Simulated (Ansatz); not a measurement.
**Response to strain in BN**

Base system: BN in the zinc blende structure (space group F-43m, No. 216).

```
BN
1.0
    0.00000     1.79027     1.79027
    1.79027     0.00000     1.79027
    1.79027     1.79027     0.00000
B N
1 1
Direct
  0.00000   0.00000   0.00000
  0.25000   0.25000   0.25000
```

Cartesian axes are those of the cell as printed.

Strains are applied to the cell and any free atomic positions relax; under biaxial strain the out-of-plane vector relaxes too.

The values are results of LDA, PAW, 420 eV (Ansatz, a first-principles code; no SOC), not measurements.

Candidates:
(a) biaxial strain +0.83 %, plane normal [111], relaxed out of plane
(b) biaxial strain −2.08 %, plane normal [111], relaxed out of plane
(c) biaxial strain +0.42 %, plane normal [111], relaxed out of plane
(d) biaxial strain −1.25 %, plane normal [111], relaxed out of plane

Task: Order them by out-of-plane strain, highest first.

Result: (b) biaxial strain −2.08 %, plane normal [111], relaxed out of plane (+0.35 %), (d) biaxial strain −1.25 %, plane normal [111], relaxed out of plane (+0.21 %), (c) biaxial strain +0.42 %, plane normal [111], relaxed out of plane (-0.07 %), (a) biaxial strain +0.83 %, plane normal [111], relaxed out of plane (-0.14 %)

Stability against distortions was not tested.
